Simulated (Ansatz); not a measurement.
**A self-consistent single point of NaAu2 (Fd-3m, 6 atoms in the cell) with Ansatz (a first-principles code)**

Method: LDA (PW92), default PAW files made with PBE (plane waves; Ansatz).

Input as run:

Ansatz 0.2 input:
```yaml
# NaAu2
crystal:
  lattice:
    - [0.00000000, 3.93287800, 3.93287800]
    - [3.93287800, 0.00000000, 3.93287800]
    - [3.93287800, 3.93287800, 0.00000000]
  atoms:
    - { symbol: Na, position: [0.75000000, 0.75000000, 0.75000000] }
    - { symbol: Na, position: [0.50000000, 0.50000000, 0.50000000] }
    - { symbol: Au, position: [0.12500000, 0.62500000, 0.12500000] }
    - { symbol: Au, position: [0.12500000, 0.12500000, 0.12500000] }
    - { symbol: Au, position: [0.62500000, 0.12500000, 0.12500000] }
    - { symbol: Au, position: [0.12500000, 0.12500000, 0.62500000] }
basis:
  ecutwfc: 30.9 Ry
kpoints:
  mp_grid: { grid: [7, 7, 7] }
hamiltonian:
  xc: lda
  pseudopotentials: { kind: paw }
scf:
  occupations: { method: fermi_dirac, width: 0.0073 Ry }
output:
  forces: true
  eigenvalues: true
  stress: true
```

Log, with long lists cut:

```
WARN ansatz: RAYON_NUM_THREADS=1 ignored (pool sized by the plan → 1); use --threads N
Pseudopotentials: kind: paw
Pseudopotential: Na, paw, valence charge 9
Pseudopotential: Au, paw, valence charge 19
Crystal: 6 atoms, lattice volume = 121.664 Å³
Basis set: ecut = 420.4159175005146 eV, 2421 PW (Γ)
Bands: 57, of which v1, the nominal top of the filled ones, is band 47 counted from 1 (46 counted from 0)
Symmetry: 48 space group operations
Space group: Fd-3m (ITA 227), of the structure as read, at distance tolerance 5.0e-5 Å
k-points: 20 of 343
PAW frozen core: Na, regenerated for the run's functional, and the local potential with it
PAW frozen core: Au, regenerated for the run's functional, and the local potential with it
Initial density: superposition of atomic densities (neutral atoms: chi_scale 0, normalization atom), corrected by the library's trained network
Initial wavefunctions: pseudopotential atomic-orbital guess
Eigensolver: davidson
Functional: x = slater, c = lda
SCF iter   1: F=—  HF=-54394.999100 eV  |F-HF|=—  |Δ(HF+E_count)|=         —  Δρ=6.94e-3  dr2=3.49e-2  ethr=1.77e-3  ⟨swp⟩=6.0  Hψ=3930  notcnv=0  defer=26
all-band conjugate gradients solve this SCF's bands
preconditioner: auto → Kerker (q_TF=auto, 2.613 Å⁻¹)
SCF iter   2: F=—  HF=-54394.987515 eV  |F-HF|=—  |Δ(HF+E_count)|=   1.16e-2  Δρ=2.81e-3  dr2=6.05e-3  ethr=3.72e-5  ⟨swp⟩=2.1  Hψ=1689  notcnv=0  defer=30
SCF iter   3: F=—  HF=-54394.985572 eV  |F-HF|=—  |Δ(HF+E_count)|=   1.94e-3  Δρ=6.98e-4  dr2=5.40e-4  ethr=6.44e-6  ⟨swp⟩=2.0  Hψ=1504  notcnv=0  defer=30
SCF iter   4: F=—  HF=-54394.985461 eV  |F-HF|=—  |Δ(HF+E_count)|=   1.11e-4  Δρ=1.48e-4  dr2=8.56e-5  ethr=5.74e-7  ⟨swp⟩=2.3  Hψ=1990  notcnv=0  defer=30
SCF iter   5: F=—  HF=-54394.985449 eV  |F-HF|=—  |Δ(HF+E_count)|=   1.19e-5  Δρ=7.24e-5  dr2=1.77e-5  ethr=9.10e-8  ⟨swp⟩=1.9  Hψ=1275  notcnv=0  defer=30
SCF iter   6: F=—  HF=-54394.985442 eV  |F-HF|=—  |Δ(HF+E_count)|=   6.95e-6  Δρ=2.88e-5  dr2=1.98e-6  ethr=1.88e-8  ⟨swp⟩=2.0  Hψ=1537  notcnv=0  defer=30
SCF iter   7: F=—  HF=-54394.985441 eV  |F-HF|=—  |Δ(HF+E_count)|=   6.83e-7  Δρ=1.08e-5  dr2=1.63e-7  ethr=2.10e-9  ⟨swp⟩=2.2  Hψ=1627  notcnv=0  defer=30
SCF iter   8: F=-54394.985441 eV  HF=-54394.985441 eV  |F-HF|=7.28e-12  |Δ(HF+E_count)|=   3.75e-8  Δρ=1.58e-6  dr2=2.77e-9  ethr=1.06e-10  ⟨swp⟩=9.6  Hψ=4647  notcnv=0
SCF 1 converged in 8 iterations: F = -54394.985441 eV  dr2 = 2.77e-9
SCF converged after 8 iterations
Free energy (F): -54394.985441 eV
Harris-Foulkes:  -54394.985441 eV  (|F-HF|=7.28e-12)
Internal energy: -54394.948186 eV  (E = F + TS)
E sigma→0 (E₀):  -54394.966813 eV
Entropy (-TS):   -0.037255 eV (-6.209 meV/atom)
Fermi energy:    12.229031 eV
--- Per-component energies (eV) ---
  E_band       = -1739.628664
  E_kinetic    = 2660.911261
  E_local      = -12174.245315  (includes V_loc(G=0)·N_el)
  E_nonlocal   = 554.061266
  E_hartree    = 4983.417265
  E_xc         = -983.070889
  E_vxc        = -1199.214371  (∫ρ·V_xc dr)
  E_paw        = -38181.427884  (= ΣΔE_a)
  E_vpaw       = -1547.983830  (= ΣTr[D̂ρ^β])
  E_aug_tail   = 0.005150  (compensation charges beyond the density's cutoff)
  E_ewald      = -11256.971691
  E_core_change = 2.372651  (= ΣΔE_core)
  E_smearing   = -0.037255  (= −TS)
  E_closure    = 0.000000  (closes the sum)
  Σ components = -54394.985441   (vs F -54394.985441, Δ=0.00e0)
--- Forces (eV/Å), atoms counted from 1 ---
  atom   1  Na    -0.00000000    -0.00000000    -0.00000000
   [... zero for the other atoms too ...]
  max |Σ_I F_I| component: 1.39e-17 eV/Å
--- Stress (GPa, compression-positive) ---
       -5.163303       0.000000      -0.000000
        0.000000      -5.163303      -0.000000
        0.000000       0.000000      -5.163303
  P = ⅓ Tr σ = -5.1633 GPa (-51.633 kbar)
  The stress holds the Pulay correction. Without it, at fixed plane waves, as pw.x and ABINIT print it: P = -5.1858 GPa
--- Band table (eV; the first three rows and the last of 20) ---
  k-point 0: bands = ["-93.3741", "-93.3600", "-93.3600", "-93.3600", "-44.9306", "-44.7506", "-44.7506", "-44.7506", "-44.6761", "-44.6761", "-44.5978", "-44.5978", "-44.5978", "-44.5806", "-44.5806", "-44.5806", "-39.1498", "-39.1448", "-11.6755", [...]
  k-point 1: bands = ["-93.3736", "-93.3605", "-93.3600", "-93.3600", "-44.9218", "-44.7502", "-44.7470", "-44.7470", "-44.6740", "-44.6740", "-44.6074", "-44.5998", "-44.5998", "-44.5843", "-44.5843", "-44.5806", "-39.1496", "-39.1450", "-11.6760", [...]
  k-point 2: bands = ["-93.3722", "-93.3619", "-93.3600", "-93.3600", "-44.8999", "-44.7488", "-44.7389", "-44.7389", "-44.6666", "-44.6666", "-44.6314", "-44.6104", "-44.6104", "-44.5894", "-44.5894", "-44.5806", "-39.1491", "-39.1454", "-11.6771", [...]
  k-point 19: bands = ["-93.3680", "-93.3661", "-93.3600", "-93.3600", "-44.8322", "-44.7996", "-44.7097", "-44.7082", "-44.6661", "-44.6567", "-44.6459", "-44.6334", "-44.6122", "-44.6113", "-44.6060", "-44.5920", "-39.1476", "-39.1469", [...]
```

The run converged in 8 iterations.

The starting cell comes from a database of computed structures (which also holds hypothetical and non-ambient phases and stackings), without a prior relaxation at this level. Its lattice was rescaled by up to half a per cent. Spin-orbit coupling is off. With a pressure of about -5 GPa the cell is away from its equilibrium volume at this level. Ansatz's pressure includes its estimate of the finite-basis (Pulay) stress.
